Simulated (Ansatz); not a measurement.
FePt: pressure series

Consider FePt (space group P4/mmm, No. 123; ferromagnetic).

```
FePt
1.0
    2.73006     0.00000     0.00000
    0.00000     2.73006     0.00000
    0.00000     0.00000     3.76390
Fe Pt
1 1
Cartesian
  1.36503   1.36503   1.88195
  0.00000   0.00000   0.00000
```

Cell and atoms are relaxed at each pressure.

Computed with Kohn–Sham DFT with the PBE functional, run in Ansatz (a quantum-chemistry and plane-wave program) with PAW and 420 eV plane waves, scalar-relativistic without spin-orbit coupling.

Notes on the quantities. enthalpy: H = E + PV relative to the base's energy.

```csv
case,enthalpy,largest site moment,lattice parameter a
base,–,2.99 μB,2.730 Å
pressure −2 GPa,-0.18 eV/atom,3.01 μB,2.740 Å
pressure −1 GPa,-0.09 eV/atom,3.00 μB,2.735 Å
pressure 1.8 GPa,+0.16 eV/atom,2.97 μB,___
pressure 4.2 GPa,+0.36 eV/atom,2.95 μB,2.712 Å
pressure 9 GPa,+0.77 eV/atom,2.91 μB,2.694 Å
pressure 18 GPa,+1.52 eV/atom,2.85 μB,2.665 Å
pressure 30 GPa,+2.47 eV/atom,2.77 μB,2.632 Å
pressure 45 GPa,+3.62 eV/atom,2.67 μB,2.597 Å
pressure 60 GPa,+4.73 eV/atom,2.54 μB,2.566 Å
```

Complete the table.


- pressure 1.8 GPa, lattice parameter a: 2.722 Å

The magnetic state is the one reached from the starting moments; the real material's order can differ, and small cells can't hold many antiferromagnetic ones. Load acts through the strain it causes; cell and atoms are relaxed under it. No phonon test of stability was made. Competing high-pressure phases were not computed.
